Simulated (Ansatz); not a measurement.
Structures of equal composition on the (0001) surface of hcp Ru: a pseudomorphic layer of Ir in the host's stacking; a pseudomorphic layer of Ir in the other hollow. The slabs share one bottom face, and each structure is named by its start. These are constructed structures in small cells; real faces may alloy, dewet or reconstruct in larger ones, and not all known structures of the face are among them. Slabs of about 11 Å, Fermi-Dirac smearing of 0.1 eV. Bottom of the slabs: a bare face, its two planes held. Relaxed from the named starts with such symmetry as they have, on meshes of like density; energies extrapolated to zero smearing; spin only where a row says so; no spin-orbit coupling, no U. Brackets mark spin-polarised runs, whose order is one that fits the cell.

Level of theory: PBE (plane waves to 420 eV, PAW; Ansatz, a program for electronic structure).

Problem. Order them by energy per 1x1 cell (lowest first) at the level PBE.

Solution. a pseudomorphic layer of Ir in the host's stacking (0.000 eV), a pseudomorphic layer of Ir in the other hollow (0.087 eV)
